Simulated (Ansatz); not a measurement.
Consider the following.

```xyz
24
Lattice="0.0000 5.6747 5.6747 5.6747 -5.6747 5.6747 5.6747 5.6747 0.0000" Properties=species:S:1:pos:R:3 pbc="T T T"
As     4.2464     4.2496     4.2552
As     1.4143     1.4156     4.2550
As     7.0935     4.2534     7.0979
As     4.2515     1.4187     7.1024
As     9.9738     4.3023     9.9824
As     7.0395     1.3701     9.9780
As     4.2465     1.4165     1.4239
As     7.0407     4.2924     1.3749
As     7.0936     1.4161     4.2590
As     4.2484    -1.4274     4.2559
As     9.9746     1.3707     7.0466
As     7.0873    -1.4203     7.0942
Cu     0.0079    -0.0087     0.0120
Al     2.8320     2.8346    -0.0122
Al     2.8103    -0.0205     2.8181
Al     5.6831     2.8511     2.8222
Al     5.6638    -0.0002     5.6732
Al     8.5216     2.8205     5.6894
Al    -0.0188     2.8367     2.8410
Al     2.8327     5.6875     2.8370
Al     2.8125     2.8504     5.6908
Al     5.6638     5.6737     5.6734
Al     5.6841     2.8242     8.5272
Al     8.5234     5.6619     8.5297
```

Spin-polarised, with starting moments of sign As0 As0 As0 As0 As+ As+ As0 As+ As0 As0 As+ As0 Cu+ Al0 Al0 Al0 Al0 Al0 Al0 Al0 Al0 Al0 Al0 Al0.

All numbers come from PBEsol/PAW in Ansatz (an electronic-structure program), no spin-orbit coupling. Settings: 4×3×4 k-points, 0.01 eV Fermi–Dirac smearing.

Problem. Estimate the total moment of the cell.

Solution. 0.0 μB.

Problem. What pressure does the calculation give?

Solution. -0.8 GPa.

Problem. What is the computed gap of the supercell?

Solution. Zero.

The magnetic state is the one reached from the starting moments; the real material's order can differ, and small cells can't hold many antiferromagnetic ones. The cell is small, so the values are those of an ordered compound at a high defect concentration; dilute-limit values will differ. The mesh was chosen for an insulator and is coarse for the gapless case. Starting moments died away, wholly or in part, for Cu on a Al site; another magnetic solution may exist. The cell was made from AlAs in the zinc blende structure (space group F-43m, No. 216) by this change: Cu on a Al site. The defect cell is spin-polarised and ends with 0.0 μB.
